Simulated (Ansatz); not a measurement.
# Ta2O5: pressure −1 GPa

Take Ta₂O₅ (space group Pmmm, No. 47; a = 3.670 Å, b = 3.859 Å, c = 6.433 Å; a cell from a computed database, its experimental status unchecked) as the base.

The change: hydrostatic tension (pressure −1 GPa).

Calculations: Ansatz (a first-principles code) PBEsol, no SOC. Settings: 9×9×5 k-points, 0.05 eV Fermi–Dirac smearing.

```tsv
quantity	base	changed	shift
volume per atom	13.02 Å³	13.08 Å³	+0.06 Å³
density	8.05 g/cm³	8.01 g/cm³	-0.04 g/cm³
shortest interatomic distance	1.835 Å	1.837 Å	+0.002 Å
enthalpy H = E + PV relative to the base's energy	–	-0.08 eV/atom	–
band gap	0.32 eV	0.32 eV	0.00 eV
gap character	indirect, S → X	indirect, R → X	–
smallest direct gap	0.53 eV	0.53 eV	0.00 eV
width of the top valence band	1.55 eV	1.55 eV	0.00 eV
```

Final structure:

```
Ta2O5
1.0
    3.67317     0.00000     0.00000
    0.00000     3.86333     0.00000
    0.00000     0.00000     6.45201
Ta O
2 5
Direct
  0.50000   0.00000   0.50000
  0.00000   0.00000   0.00000
  0.50000   0.50000   0.50000
  0.00000   0.00000   0.67934
  0.00000   0.00000   0.32066
  0.00000   0.50000   0.00000
  0.50000   0.00000   0.00000
```

With Ta present, leaving out spin-orbit coupling can change the band edges. Load acts through the strain it causes; cell and atoms are relaxed under it. No phonon test of stability was made.
